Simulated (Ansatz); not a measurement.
SnO2, point defects

The reference is a 12-atom supercell of SnO2 in the rutile structure (space group P4_2/mnm, No. 136; a = 4.828 Å, c = 3.238 Å) at its relaxed geometry.

One neutral defect a cell, atoms relaxed at fixed cell.

Computed with PBE, PAW, 420 eV (Ansatz, a program for electronic structure; without spin-orbit coupling).

```json
[
 {"change": "perfect supercell", "largest displacement of a host atom from its site in the perfect cell": "–", "pressure": "0.0 GPa"},
 {"change": "Sn interstitial (started 1.76 Å from the nearest host atom), symmetric start", "largest displacement of a host atom from its site in the perfect cell": "1.00 Å", "pressure": "36.9 GPa"},
 {"change": "Sn vacancy", "largest displacement of a host atom from its site in the perfect cell": "0.63 Å", "pressure": "2.5 GPa"},
 {"change": "Pb on a Sn site", "largest displacement of a host atom from its site in the perfect cell": "0.07 Å", "pressure": "7.2 GPa"},
 {"change": "O on a Sn site (antisite), symmetric start", "largest displacement of a host atom from its site in the perfect cell": "0.06 Å", "pressure": "-3.8 GPa"}
]
```

Other magnetic orders, which the real material may have, were not ruled out. In so small a cell the defect repeats every few ångströms: this is an ordered compound, not a dilute defect. The mesh was chosen for an insulator and is coarse for the gapless case. Defects with a symmetric start kept the site's symmetry and may sit on a saddle; the others started slightly shaken. Seeded moments were not kept for Sn interstitial (started 1.76 Å from the nearest host atom) and Pb on a Sn site.
